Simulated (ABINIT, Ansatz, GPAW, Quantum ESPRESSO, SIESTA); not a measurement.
# Cu (Fm-3m, 1 atom in the cell) computed with different codes at matched settings

Self-consistent single point.

```
Cu
1.0
    0.00000     1.80500     1.80500
    1.80500     0.00000     1.80500
    1.80500     1.80500     0.00000
Cu
1
Cartesian
  0.00000   0.00000   0.00000
```

All programs got the same cell, k-point mesh and kind of occupations (in Ansatz's words: kpoints.mp_grid.grid = 21 21 21; scf.occupations.method = gaussian; scf.occupations.width = 0.2 eV); potentials, basis and cutoffs are each program's usual ones.

| code | model | pressure (GPa) | k-points | cutoff |
|---|---|---|---|---|
| Ansatz | PBE, default PAW files | 2.24 | 286 | default |
| GPAW | PBE, GPAW PAW datasets PBE (gpaw-data 1.0.1) | 3.12 | 286 | 800 eV |
| SIESTA | GGA PBE, numerical atomic orbitals DZP, PseudoDojo PBE standard norm-conserving potentials (rewritten from UPF to PSML) | -1.80 | 4631 | grid 400 Ry |
| Quantum ESPRESSO | PBE, SSSP 1.1.2 efficiency (PBE) pseudopotentials | 1.15 | 286 | 50 Ry |
| ABINIT | PBE, PAW (JTH v2.0 PBE PAW) | 1.71 | 286 | 816 eV |

The spread over the programs that give each value: pressure within 4.92 GPa.

The starting cell has typed, rounded lattice constants, without a prior relaxation at this level. On Ansatz's run: Spin polarisation is off.

Problem. Why do the programs differ, and what cannot be compared?

Solution. Differences of this kind can come from the potentials, where these differ, and from what each basis and cutoff leave unconverged. The valence holds different numbers of electrons (Ansatz (an electronic-structure program) 19, GPAW 11, SIESTA 19, Quantum ESPRESSO 19, ABINIT 19). The zero of total energies and Fermi levels follows the potentials and each program's conventions, so they are not compared here. SIESTA uses small atom-centred bases, whose incompleteness enters pressures, forces and empty levels differently from a plane-wave cutoff. Ansatz's pressure is given at a fixed set of plane waves, as the other plane-wave codes print theirs; with its correction for the finite basis it is 2.37 GPa. The programs reduce the same mesh by symmetry to different extents, which changes the work and not the result. In the pressure, GPAW (by 1.14) and SIESTA (by 3.78) lie more than 1 GPa from the median of the plane-wave programs.

Left out of this page: Elk (not drawn, or without a comparable value); FLEUR (with a known weakness of the program).

Keys are those of Ansatz 0.2.
